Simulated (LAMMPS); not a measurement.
CdTe (zinc blende) at 1490 K and zero pressure, started from the melt, with several potentials, in cells of their own sizes.

The levels:
- CdTe.sw: classical MD, pair style sw, file CdTe.sw (LAMMPS); Wang, Stroud and Markworth, Phys Rev B, 40, 3129 (1989).
- CdTeZnSeHgS0.sw: classical MD, pair style sw, file CdTeZnSeHgS0.sw (LAMMPS); Zhou, Ward, Martin, van Swol, Cruz-Campa, and D. Zubia, Phys. Rev. B, 88, 085309 (2013).
- bond-order CdTe.bop.table: classical MD, pair style bop, file CdTe.bop.table (LAMMPS); Ward, Zhou, Wong, Doty, and Zimmerman, Phys Rev B, 85, 115206 (2012)
- bond-order CdTeSe.bop.table: classical MD, pair style bop, file CdTeSe.bop.table (LAMMPS); Zhou, Foster, van Swol, Martin, and Wong, J. Phys. Chem., 118, 20661 (2014)

| potential | state | volume | first peak of g(r), Cd-Te | coordination number of Cd by Te | self-diffusion coefficient of Cd (not corrected for cell size) | mean phonon frequency | rough cost (ms per atom and simulated ps) |
|---|---|---|---|---|---|---|---|
| bond-order CdTe.bop.table | liquid | 45.7 ± 0.4 Å³/atom | 3.03 Å, height 5.7 | 3.56 (counted to 3.82 Å) | (3.3 ± 0.3) × 10^-5 cm²/s | 2.6 THz | 10 to 30 |
| bond-order CdTeSe.bop.table | liquid | 36.7 ± 0.2 Å³/atom | 2.94 Å, height 4.3 | 3.71 (counted to 3.78 Å) | (6.6 ± 0.8) × 10^-5 cm²/s | 2.4 THz | 30 to 100 |
| CdTe.sw | liquid | 38.26 ± 0.03 Å³/atom | 2.97 Å, height 2.9 | 3.79 (counted to 3.98 Å) | (8.2 ± 0.2) × 10^-5 cm²/s | 2.2 THz | 1 to 3 |
| CdTeZnSeHgS0.sw | liquid | 36.57 ± 0.04 Å³/atom | 2.93 Å, height 3.9 | 4.03 (counted to 3.90 Å) | (5.59 ± 0.05) × 10^-5 cm²/s | 2.7 THz | 1 to 3 |

Costs are rough: whole-run CPU time with set-up and analysis, from shared machines, in bands a factor of about three wide.

Caution: with bond-order CdTe.bop.table the 0 K volume of this crystal is 17 % off the measured one.

Caution (rows bond-order CdTe.bop.table; bond-order CdTeSe.bop.table): a run this short can hold a crystal over, or a liquid under, the potential's own melting point, which these runs don't give.

Caution: the real compound melts congruently only under the pressure of its own vapour and loses its more volatile element when open.

Caution (row bond-order CdTeSe.bop.table): enthalpy drifts during the constant-pressure average: a transition or slow ageing; fluctuation values are void.

Caution (row CdTeZnSeHgS0.sw): this liquid lies under the melting point of about 1610 K that CdTeZnSeHgS0.sw gives, so it is undercooled.

States go by the mean squared displacement: a species diffuses where it passes 1.5 Å², still rises and gives D over 1e-6 cm²/s; a crystal has left its structure where atoms lie 0.35 Å off their sites on average or a cubic box changes its shape by 3 %, or the axial ratios of another lie 8 % off the starting cell's, which the potential's own relaxation can also do.

Errors of D are the spread over four groups of atoms in one short run; a floor of about 5 %, a picked value, is safer.

Errors shown are sampling errors alone.
